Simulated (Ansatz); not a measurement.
A periodic model of amorphous indium oxide (In$_{24}$O$_{35}$):

```xyz
59
Lattice="9.9301 -0.0414 0.1211 -0.0414 9.5313 0.3597 0.1211 0.3597 9.3525" Properties=species:S:1:pos:R:3 pbc="T T T"
In     1.5797     8.7431     8.9580
In     7.2722     6.3165     3.0066
In     1.5250     2.2256     3.2216
In     6.3402     5.9261     9.3323
In     2.7696     8.9703     5.1861
In     0.1526     2.0011     9.2200
In     6.8236     5.3192     6.0433
In     2.9103     3.9915     0.2526
In     0.2609     5.5252     1.4834
In     3.9865     0.5965     1.1613
In     5.0538     2.2877     5.1609
In     2.0122     2.7203     6.6842
In     6.5624     2.8148     8.5062
In     9.8110     5.0702     7.9514
In     9.8463     5.1169     4.7221
In     8.6121     1.7194     5.7387
In     7.7050     2.9435     2.6276
In     6.1770     9.0441     4.3992
In     5.1365     8.7357     8.0966
In     9.4381     8.9491     3.4567
In     7.6366     9.1720     0.6371
In     9.0980     8.2235     7.1990
In     3.6582     5.8457     6.2249
In     3.6477     6.9423     2.5027
O      9.2671     1.7921     3.5782
O      7.8074     4.4447     4.3197
O      2.0277     1.4916     8.3415
O      7.9061     1.8836     0.6811
O      0.5673     3.6917     0.1579
O      6.1528     1.6904     3.4838
O      2.8928     2.0051     4.9517
O      1.4739     9.6143     3.6778
O      4.9778     6.6640     7.6455
O      9.9823     3.3895     6.3165
O      5.5010     6.2788     1.8186
O      7.4306     8.5589     2.6598
O      4.9536     4.3211     5.6719
O      2.8752     2.2908     1.5777
O      5.1186     4.1031     9.3298
O      9.0105     0.7644     7.7189
O      7.1944     7.9803     8.6184
O      7.5670     4.7209     7.9817
O      1.3988     8.6131     6.8370
O      7.9683     4.8581     1.5339
O      9.4964     6.7361     3.2589
O      1.0265     4.2549     3.1546
O      4.7363     9.5459     6.1188
O      2.3618     4.6832     7.4557
O      5.7477     0.8664     9.0938
O      2.3985     5.8044     1.2323
O      0.1710     7.0118     8.9022
O      6.2830     6.9348     4.7877
O      4.2620     8.9124     3.2371
O      8.2825     9.1893     5.4231
O      2.8656     6.8615     4.5980
O      9.8603     9.1822     1.2343
O      9.0951     6.2458     6.3244
O      6.7332     2.2825     6.4791
O      3.4109     8.3624     0.3980
```

All values below come from PBE, scalar-relativistic without spin-orbit coupling (plane waves to 420 eV, PAW; Ansatz, a first-principles code). The usual formal charges leave 2 electrons over, so the level spacing at the Fermi energy parts defect or band states and needn't be the band gap.

A CHGNet melt-quench gave the starting glass, which DFT then relaxed. O atoms were pushed apart under 1.9 Å during the dynamics, to hinder bonds among them. The hot cell started wider than the set density and was brought back towards it in steps. It is the lowest in DFT energy of 2 quenches. It is a model cell: composition and starting density were chosen by hand, and all elements were melted together. No dispersion term was used. Its density started from a set value of 6.23 and ended at 6.23 g/cm³. The simulated quench (nominally 180 K/ps over its main leg) is rapid and tends to freeze in more defects than a deposited or slowly cooled glass has. A cell of this size samples the disorder only roughly. The volume was held where the preparation left it and the shape relaxed, at a PBE pressure of -1.7 GPa (tension). Stress components on the final sampling reach 1.8 GPa.

Bonds are counted up to In-In 3.12 Å, In-O 2.70 Å, O-O 1.58 Å. Two cations that share two anions don't count as bonded, nor two that share one unless they lie closer than In-In 3.04 Å.

Problem. Give the coordination numbers, mean bond lengths and angles.

Solution. 
```
Item                                                               Value
---------------------------------  -------------------------------------
Mean coordination of In by anions   5.25 (3 with 4, 12 with 5, 9 with 6)
Mean coordination of O                       3.60 (14 with 3, 21 with 4)
Mean In-O bond                     2.215 Å (spread 0.107 Å, 126 counted)
Bond angle at In                               mean 105.6°, spread 28.3°
Bond angle at O                                mean 110.9°, spread 16.1°
```

Problem. List the pairs of like atoms that count as bonded by the rules above.

Solution. There are none by these rules.
